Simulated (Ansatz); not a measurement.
An Ansatz (a quantum-chemistry and plane-wave program) run: BaTiO3 with a change (pressure 30 GPa); Kohn–Sham DFT with the r2SCAN functional, run in Ansatz with PAW and 500 eV plane waves, no spin-orbit coupling, earlier PAW set.

Input:

Ansatz 0.2 input:
```yaml
crystal:
  lattice:
    - [3.9010719933, 0, 0]
    - [0, 3.9010719933, 0]
    - [0, 0, 3.9011381699]
  atoms:
    - { symbol: Ti, position: [0.5, 0.5, 0.4212296403] }
    - { symbol: Ba, position: [0, 0, 0.921207571] }
    - { symbol: O, position: [0.5, 0.5, 0.9211818097] }
    - { symbol: O, position: [0.5, 0, 0.4211904894] }
    - { symbol: O, position: [0, 0.5, 0.4211904894] }
basis: { ecutwfc: 500, ecutrho_ratio: 4, xc_grid: 4, fft_grid_basis: typed }
kpoints: { mp_grid: { grid: [8, 8, 8] } }
hamiltonian:
  xc: r2scan
  dispersion: none
  pseudopotentials: { azcp: { folder: ./paw }, kind: paw }
scf: { occupations: { method: fermi_dirac, width: 0.05 } }
relax: { f_tol: 0.01, max_steps: 60, cell: { stress_tol: 0.02, p_target: 30.0 } }
output: { forces: true, stress: true }
checkpoint: { write: state.ck, write_every: 1000 }
```

Output (explanatory and most iteration lines left out):

```
Relaxation: its limit of steps is 60 (relax.max_steps)
Pseudopotential: Ti, paw, valence charge 12
Pseudopotential: Ba, paw, valence charge 10
Pseudopotential: O, paw, valence charge 6
Crystal: 5 atoms, lattice volume = 59.369 Å³
Basis set: ecut = 500 eV, 1503 PW (Γ), exchange–correlation on 120×120×120 points (64 copies of the dense FFT grid, shifted against one another)
Bands: 25, of which v1, the nominal top of the filled ones, is band 20 counted from 1 (19 counted from 0)
Symmetry: 8 space group operations
Space group: P4mm (ITA 99), of the structure as read, at distance tolerance 3.9e-5 Å
k-points: 75 of 512 (time reversal used)
Functional: x = r2scan, c = r2scan; τ floored in thin density (d = 2e-4 eV/Å³)
SCF iter   1: F=—  HF=-10183.512558 eV  |F-HF|=—  |Δ(HF+E_count)|=         —  Δρ=5.77e-2  dr2=2.44e0  dr2_τ=3.13e-1  ethr=3.10e-3  ⟨swp⟩=7.2  Hψ=9224  notcnv=0
SCF iter   2: F=—  HF=-10183.687741 eV  |F-HF|=—  |Δ(HF+E_count)|=   1.75e-1  Δρ=2.94e-2  dr2=3.84e-1  dr2_τ=4.60e-2  ethr=3.10e-3  ⟨swp⟩=3.0  Hψ=4339  notcnv=0  defer=75
SCF 1 converged in 8 iterations: F = -10183.739332 eV  dr2 = 2.42e-8
relax step   1: F+E_penalty+E_count = -10183.73933211 eV  Δ(F+E_penalty+E_count) = +0.000e0 eV  max|allowed force component| = 1.528e-4 eV/Å  Δτ_max = 0.0000 Å  P = +15.011 GPa  Ω = 59.369 Å³  (8 SCF iters, dr2 threshold 1.00e-7 eV, accepted)
[... steps on the carried basis left out ...]
relax step   7: F+E_penalty+E_count = -10183.30220669 eV  Δ(F+E_penalty+E_count) = -1.037e-10 eV  max|allowed force component| = 1.371e-5 eV/Å  Δτ_max = 0.0000 Å  P = +30.000 GPa  Ω = 56.209 Å³  stress off target by 3.40e-4 GPa  SCF on the basis re-selected at this cell (its energy is not comparable with the rows above)  (4 SCF iters)
SCF converged after 4 iterations
Free energy (F): -10183.302207 eV
Internal energy: -10183.302207 eV  (E = F + TS)
E sigma→0 (E₀):  -10183.302207 eV
Fermi energy:    13.204187 eV
--- Forces (eV/Å), atoms counted from 1 ---
  atom   1  Ti     0.00000000     0.00000000    -0.00000435
  atom   2  Ba     0.00000000     0.00000000    -0.00001345
  atom   3  O     -0.00000000    -0.00000000     0.00000918
  atom   4  O      0.00000000    -0.00000000     0.00000496
  atom   5  O      0.00000000    -0.00000000     0.00000496
--- Stress (GPa, compression-positive) ---
       30.000158      -0.000000      -0.000000
       -0.000000      30.000158      -0.000000
       -0.000000      -0.000000      30.000340
  P = ⅓ Tr σ = 30.0002 GPa (300.002 kbar)
--- Relaxed structure (5 steps of the walk, 5 accepted, 2 SCFs on fresh bases) ---
  cell:  # Å, volume = 56.2094 Å³
    - [3.8306265587782553, 7.703676216854369e-34, -1.232588194696699e-32]
    - [7.703676216854369e-34, 3.8306265587782553, 0.0]
    - [-1.2326091039483266e-32, 0.0, 3.8306244034104537]
  atoms:
    - { symbol: Ti, position: [0.5, 0.5, 0.4212002959651926] }
    - { symbol: Ba, position: [-1.5799148015652247e-33, 0.0, 0.9212003411976345] }
    - { symbol: O, position: [0.5, 0.5, 0.9211997577378233] }
    - { symbol: O, position: [0.5, 2.1382117680737565e-50, 0.4211998024496748] }
    - { symbol: O, position: [7.899055727136382e-34, 0.5, 0.4211998024496748] }
```

Load acts through the strain it causes; cell and atoms are relaxed under it. Stability against distortions was not tested. No other phases were tried under pressure. The final runs are not spin-polarised. Along this pressure series the structure jumps between pressure 7 GPa and pressure 15 GPa; cells beyond that are another form of it. The cell was made from BaTiO$_{3}$ (space group P4mm, No. 99) by this change: pressure 30 GPa.
